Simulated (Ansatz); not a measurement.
Start from TaTlO₃ in the cubic perovskite structure (space group Pm-3m, No. 221; a = 4.034 Å; a cell from a computed database, its experimental status unchecked). Axes: x, y, z lie along the cube axes.

Level of theory: DFT with PBEsol, PAW potentials and a 420 eV plane-wave cutoff in Ansatz (an electronic-structure program), without spin-orbit coupling.

For the base:

```
Property     Result
--------  ---------
Band gap    0.61 eV
Pressure  -0.01 GPa
```

It is then changed as follows: compressive biaxial strain of 3.75 % in the plane normal to [110], as in epitaxy on a mismatched substrate; the out-of-plane cell vector and the atoms relax.

Q: What happens to the out-of-plane strain, band gap and pressure?

A: The out-of-plane strain amounts to +3.13 %; the band gap shrinks by 0.42 eV, from 0.61 eV to 0.19 eV; the pressure (mean of the normal stresses, compression positive) rises by 10.74 GPa to 10.73 GPa.

Spin-orbit coupling, missing from the scalar runs, can matter with Ta and Tl. Stability against distortions was not tested. Many cubic perovskites are stable only at high temperature; tilts and polar distortions were not tested. A zero or small gap of TaTlO3 under biaxial strain −3.75 %, plane normal [110], relaxed out of plane can be the functional's error rather than a property of the material.
